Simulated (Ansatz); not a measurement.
**A computed series for Sn: pressure series**

The parent structure is Sn (space group I4_1/amd, No. 141; a = 5.8329 Å, c = 3.1581 Å).

Cell and atoms are relaxed at each pressure.

Level of theory: Ansatz (an electronic-structure program) PBEsol, without spin-orbit coupling.

| pressure (GPa) | volume per atom (Å³/atom) |
|---|---|
| -2 | 27.951 |
| -1 | ? |
| 0 | 26.862 |
| 0.9 | 26.458 |
| 2.1 | 25.953 |
| 4.5 | 25.096 |
| 9 | 23.830 |
| 22.5 | 21.355 |
| 30 | 20.410 |

### Question
Fit the third-order Birch–Murnaghan form P(V) = (3B₀/2)[(V₀/V)^(7/3) − (V₀/V)^(5/3)]·[1 + (3/4)(B₀′ − 4)((V₀/V)^(2/3) − 1)] (squares taken in P) to the rows shown and predict the withheld row.

### Answer
Least squares on the printed values gives V₀ = 26.867 Å³/atom, B₀ = 56.2 GPa, B₀′ = 4.8; this predicts 27.371 Å³/atom, and the run gives 27.381 Å³/atom, 0.010 higher.

Measured bulk modulus of Sn: 57.037 GPa (temperature not stated; as listed in Tao Chen et al., Physical Review Materials (2023)); the computed value is for a static lattice, so the two differ by thermal effects too.

Load acts through the strain it causes; cell and atoms are relaxed under it. Stability against distortions was not tested. Measured, Sn leaves this structure (for a body-centred tetragonal phase) near 8 GPa (temperature not stated; as listed in Olga Degtyareva, NATO science for peace and security series. B, Physics and biophysics (2010)).
